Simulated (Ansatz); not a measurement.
Consider Bi$_{2}$Te$_{3}$ in the Bi2Te3 type structure (space group R-3m, No. 166).

```yaml
crystal:
  lattice:
    - [2.19356, 1.26645, 10.09527]
    - [-2.19356, 1.26645, 10.09527]
    - [0.00000, -2.53291, 10.09527]
  atoms:
    - { symbol: Bi, position: [0.40015, 0.40015, 0.40015] }
    - { symbol: Bi, position: [0.59985, 0.59985, 0.59985] }
    - { symbol: Te, position: [0.00000, 0.00000, 0.00000] }
    - { symbol: Te, position: [0.20935, 0.20935, 0.20935] }
    - { symbol: Te, position: [0.79065, 0.79065, 0.79065] }
```

Levels (all Ansatz, a program for electronic structure, PAW): PBE-D3(BJ) (420 eV, no SOC); HSE06 (420 eV, without spin-orbit coupling).

The geometry is relaxed with PBE-D3(BJ).

| Quantity | Value |
|---|---|
| PBE-D3(BJ) lowest conduction level above the VBM at special points | Γ 0.26 eV; L 0.57 eV; T 0.83 eV |

With HSE06 at the same geometry, the lowest conduction level above the VBM at special points changes from Γ 0.26 eV; L 0.57 eV; T 0.83 eV to Γ 0.61 eV; L 0.91 eV; T 1.14 eV.

Single points use the geometry relaxed with PBE-D3(BJ). The levels and masses belong to the bands next to the band gap. Stability against distortions was not tested.
